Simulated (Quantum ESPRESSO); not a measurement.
Input and output of a self-consistent single point for SrCu₂Ge₂ (P1, 5 atoms in the cell) (Quantum ESPRESSO).

Method: PBEsol, PSlibrary ultrasoft (PBE) pseudopotentials (plane waves; Quantum ESPRESSO).

The change in words: atoms moved at random. Reference geometry:
```xyz
5
Lattice="2.1537 -2.1537 5.1950 2.1537 2.1537 5.1950 -2.1537 -2.1537 5.1950" Properties=species:S:1:pos:R:3 pbc="T T T"
Sr     0.0000     0.0000     0.0000
Cu     0.0000     2.1537     2.5975
Cu    -2.1537     0.0000     2.5975
Ge     0.0000     0.0000     6.5143
Ge     0.0000     0.0000     3.8757
```

Reference input (self-consistent single point, DFT, PBEsol, plane waves, PSlibrary ultrasoft (PBE) pseudopotentials): ecutwfc = 50 Ry; ecutrho = 350 Ry; occupations = smearing; smearing = fermi-dirac; degauss = 0.0099958 Ry; input_dft = pbesol; K_POINTS = automatic 7 7 7 0 0 0; conv_thr = 1e-09 Ry; mixing_beta = 0.4. This run's input differs from it in these lines:

```diff
@@ -8,5 +8,3 @@
 &SYSTEM
- ibrav = 7,
- celldm(1) = 8.139844104,
- celldm(3) = 2.41210051493,
+ ibrav = 0,
  nat = 5,
@@ -29,9 +27,13 @@
 ATOMIC_POSITIONS {angstrom}
-Sr    0.000000000    0.000000000    0.000000000
-Cu    0.000000000    2.153710000    2.597482500
-Cu   -2.153710000    0.000000000    2.597482500
-Ge    0.000000000    0.000000000    6.514278311
-Ge    0.000000000    0.000000000    3.875651689
+Sr   -0.057032394    0.046905650    0.012327652
+Cu    2.140042556   -0.002127865    2.567715350
+Cu   -0.022051837    2.100916107    2.627649662
+Ge    0.076570852   -0.019781826    6.489399624
+Ge    0.016180823    0.027797935    3.887802712
 K_POINTS {automatic}
 7 7 7  0 0 0
+CELL_PARAMETERS {angstrom}
+  -2.153710000     2.153710000     5.194965000
+   2.153710000    -2.153710000     5.194965000
+   2.153710000     2.153710000    -5.194965000
```

The program printed (abridged):

```
     Self-consistent Calculation

     iteration #  1     ecut=    50.00 Ry     beta= 0.40

     Threshold (ethr) on eigenvalues was too large:
     Diagonalizing with lowered threshold

     total energy              =    -338.03274502 Ry
     estimated scf accuracy    <       0.39260776 Ry

     iteration #  2     ecut=    50.00 Ry     beta= 0.40

     total energy              =    -338.14567907 Ry
     estimated scf accuracy    <       0.59850200 Ry

     iteration #  3     ecut=    50.00 Ry     beta= 0.40

     total energy              =    -338.20151362 Ry
     estimated scf accuracy    <       0.01659502 Ry

   [... 9 blocks of this kind left out ...]

     iteration # 13     ecut=    50.00 Ry     beta= 0.40

     total energy              =    -338.20879132 Ry
     estimated scf accuracy    <          2.4E-09 Ry

     iteration # 14     ecut=    50.00 Ry     beta= 0.40
     End of self-consistent calculation

     Number of k-points >= 100: set verbosity='high' to print the bands.

     the Fermi energy is     8.7200 ev

!    total energy              =    -338.20879132 Ry
     estimated scf accuracy    <          2.4E-11 Ry
     smearing contrib. (-TS)   =      -0.00814983 Ry
     internal energy E=F+TS    =    -338.20064149 Ry

     convergence has been achieved in  14 iterations

     Forces acting on atoms (cartesian axes, Ry/au):

     atom    1 type  1   force =     0.01452185   -0.00799384   -0.00298248
     atom    2 type  2   force =     0.00246896   -0.00113815    0.00342307
     atom    3 type  2   force =     0.01107224    0.01282884   -0.00361583
     atom    4 type  3   force =    -0.02172785    0.00841480    0.01223346
     atom    5 type  3   force =    -0.00633521   -0.01211165   -0.00905823

     Total force =     0.039554     Total SCF correction =     0.000005

          total   stress  (Ry/bohr**3)                   (kbar)     P=      -45.59
  -0.00031955  -0.00001006   0.00001346          -47.01       -1.48        1.98
  -0.00001006  -0.00030462  -0.00003182           -1.48      -44.81       -4.68
   0.00001346  -0.00003182  -0.00030555            1.98       -4.68      -44.95

   JOB DONE.
```

The run converged in 14 iterations. Against the reference run the free energy rises by 13.7 meV/atom, the pressure goes from -4.77 to -4.56 GPa and the largest force goes from 0.144 to 0.677 eV/Å.

The starting cell comes from a database of computed structures (which also holds hypothetical and non-ambient phases and stackings), without a prior relaxation at this level. Its lattice was rescaled by a random factor within 2.5 % of one. For this run, on top of that: atoms moved at random. Spin polarisation is off. With a pressure of about -5 GPa the cell is away from its equilibrium volume at this level.

Cost on one core of a shared machine: roughly 10 min.
